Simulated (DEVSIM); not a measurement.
Structure: Pd/La2O3/p-Si capacitor, at 300 K.

Layer 1 from the left is La2O3, thickness (nm) 2.50. Layer 2 from the left is Si, thickness (nm) 610, Na (cm⁻³) 8.8e17.

Metal gate on the left, work function 5.2 eV. Fixed charge at the semiconductor interface 0 cm⁻² (in units of +e); no interface traps.

This is a model device: material constants are rounded textbook-type values typed into the input, and sizes, dopings and lifetimes were drawn at random. Values at 300 K.

La2O3: gap (eV) 5.8, affinity (eV) 1.8, permittivity 27. Si: gap (eV) 1.124, affinity (eV) 4.05, permittivity 11.7, Nc (cm⁻³) 2.86e19, Nv (cm⁻³) 3.1e19.

Estimate by hand the flat-band voltage, the threshold voltage, and compare with a numerical solution.


- Flat-band voltage: C = 9.56 μF/cm², work-function difference 0.118 V; VFB = φms − qNf/C = 0.12 V; numerical 0.12 V.
- Threshold voltage: φF = 0.471 V, depletion charge √(4εqNφF) = 5.25e-7 C/cm²; VT = VFB + 2φF + Qd/C = 1.11 V; numerical 1.12 V.

Model (solved in DEVSIM): 1D Poisson equation in equilibrium, Boltzmann statistics, complete ionisation; no quantum confinement or tunnelling. Metal contacts follow the ideal Schottky-Mott rule: no Fermi-level pinning, no interface dipoles.
